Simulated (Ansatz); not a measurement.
The parent structure is BeBr2 in the CdCl2 type structure (space group R-3m, No. 166; a hypothetical phase, not in the database extracts checked; layered, stacked along the Cartesian z axis).

```yaml
crystal:
  lattice:
    - [1.71098, 0.98784, 5.90672]
    - [-1.71098, 0.98784, 5.90672]
    - [0.00000, -1.97567, 5.90672]
  atoms:
    - { symbol: Be, position: [0.00000, 0.00000, 0.00000] }
    - { symbol: Br, position: [0.25676, 0.25676, 0.25676] }
    - { symbol: Br, position: [0.74324, 0.74324, 0.74324] }
```

Cartesian axes are those of the cell as printed.

Calculations: PBEsol-D3(BJ), PAW, 420 eV (Ansatz, a program for electronic structure; no spin-orbit coupling).

For the base:

```
Property     Value
--------  --------
Pressure  0.00 GPa
```

Perturbation: tensile biaxial strain of 2.43 % in the plane normal to [001], as in epitaxy on a mismatched substrate; the out-of-plane cell vector and the atoms relax.

Question: How does this affect the out-of-plane strain?

Answer: The out-of-plane strain comes out as -0.88 %.

Question: Predict the new pressure.

Answer: The pressure (mean of the normal stresses, compression positive) goes from zero to -2.10 GPa.

Stability against distortions was not tested.
